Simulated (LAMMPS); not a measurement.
Molecular dynamics of NiAl (CsCl type), 1024 atoms, at 1140 K and 0 GPa, heated as the crystal.

Computed with classical MD, pair style meam, file MoCoNiVFeAlCr_2nn.meam, run in LAMMPS.

```json
{
  "state_found": "crystal; no diffusion seen in 30 ps",
  "density": "5.6487 ± 0.0005 g/cm³",
  "volume_per_atom": "12.593 ± 0.001 Å³",
  "enthalpy_per_atom": "-4.2200 ± 0.0005 eV",
  "first peak of g(r), Al-Ni": "2.50 Å, height 6.6",
  "coordination number of Al by Ni": "8.00 (counted to 3.70 Å)",
  "coordination number of Ni by Al": "8.00 (counted to 3.70 Å)",
  "first peak of g(r), Ni-Ni": "2.94 Å, height 2.5",
  "coordination number of Ni by Ni": "6.01 (counted to 3.54 Å)",
  "first peak of g(r), Al-Al": "2.90 Å, height 3.1",
  "coordination number of Al by Al": "6.00 (counted to 3.54 Å)",
  "most common Al-Al-Ni angle": "in the 3° bin centred on 55.5° (mean of all 90°)",
  "most common Al-Al-Al angle": "in the 3° bin centred on 88.5° (mean of all 106°)",
  "mean_frequency_of_the_velocity_spectrum": "7.2 THz",
  "cost": "roughly 13 core-minutes"
}
```

Potential: file MoCoNiVFeAlCr_2nn.meam of the LAMMPS distribution; its header cites Wang, J., Kwon, H., Kim, H.S. et al. A neural network model for high entropy alloy design. npj Comput Mater 9, 60 (2023).

States go by the mean squared displacement: a species diffuses where it passes 1.5 Å², still rises and gives D over 1e-6 cm²/s; a crystal has left its structure where atoms lie 0.35 Å off their sites on average or a cubic box changes its shape by 3 %.

Errors shown are sampling errors alone.
